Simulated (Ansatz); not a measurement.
## Effect of uniaxial strain ε_zz = −3.00 % on Ta

Take Ta in the bcc (W type) structure (space group Im-3m, No. 229; a = 3.306 Å; relaxed with 0.1 eV smearing) as the base. Axes: x, y, z lie along the cube axes.

Modification: the cell is compressed by 3.00 % along z with no lateral relaxation, atoms relaxed at fixed cell.

Level of theory: r2SCAN/PAW in Ansatz (an electronic-structure program), spin-orbit coupling left out. Settings: 28×28×28 k-points, 0.1 eV Fermi–Dirac smearing.

The volume per atom drops by 0.54 Å³ (18.07 Å³ → 17.53 Å³) and the space group changes from Im-3m (No. 229) to I4/mmm (No. 139). The shortest interatomic distance falls by 0.028 Å to 2.835 Å and the energy goes up by 15 meV/atom. The band gap stays zero and the stress (xx, yy, zz, yz, xz, xy; compression positive) is (5.4, 5.4, 8.9, 0.0, 0.0, 0.0) GPa.

Final structure:

```
Ta
1.0
   -1.65304     1.65304     1.60345
    1.65304    -1.65304     1.60345
    1.65304     1.65304    -1.60345
Ta
1
Direct
  0.00000   0.00000   0.00000
```

Stability against distortions was not tested. All final runs are without spin polarisation.
